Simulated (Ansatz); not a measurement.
## Pressure series in BaTiO3

Start from BaTiO3 (space group P4mm, No. 99).

```
BaTiO3
1.0
    3.98546     0.00000     0.00000
    0.00000     3.98546     0.00000
    0.00000     0.00000     4.20133
Ti Ba O
1 1 3
Direct
  0.50000   0.50000   0.45767
  0.00000   0.00000   0.94044
  0.50000   0.50000   0.88899
  0.50000   0.00000   0.40945
  0.00000   0.50000   0.40945
```

Cell and atoms are relaxed at each pressure.

Calculations: PBE (Ansatz, a first-principles code; PAW; 420 eV plane waves; scalar-relativistic without spin-orbit coupling).

Candidates:
(a) pressure 3 GPa
(b) pressure 5 GPa
(c) pressure 1.5 GPa
(d) pressure −1 GPa
(e) pressure 0.7 GPa

For the base:

Smallest direct gap: 2.39 eV

Problem. Order them by smallest direct gap, highest first.

Solution. (d) pressure −1 GPa (2.42 eV), (e) pressure 0.7 GPa (2.37 eV), (c) pressure 1.5 GPa (2.35 eV), (a) pressure 3 GPa (2.31 eV), (b) pressure 5 GPa (2.25 eV)

Load acts through the strain it causes; cell and atoms are relaxed under it. Stability against distortions was not tested. No other phases were tried under pressure. The final runs are not spin-polarised.
